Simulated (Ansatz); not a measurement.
Start from Ag₂O (space group Pn-3m, No. 224; a = 4.812 Å).

Calculations: PBE (Ansatz, a first-principles code), without spin-orbit coupling.

Strains are applied to the cell and any free atomic positions relax.

One change was made to it. Results:

```tsv
quantity	base	after
energy relative to the base (free energy F)	0 meV/atom	+29 meV/atom
pressure	0.0 GPa	-4.9 GPa
```

### Question
Which of these changes matches the shifts?
(A) isotropic strain +3.00 %
(B) isotropic strain +2.40 %
(C) isotropic strain +0.60 %

### Answer
A, isotropic strain +3.00 %. For comparison, the energy relative to the base in the other runs: isotropic strain +0.60 % gives +1.3 meV/atom; isotropic strain +2.40 % gives +19 meV/atom.

The mesh was chosen for an insulator and is coarse for the gapless case. No phonon test of stability was made. No Hubbard U is applied, and correlation can decide whether such a compound is a metal. The final runs are not spin-polarised.
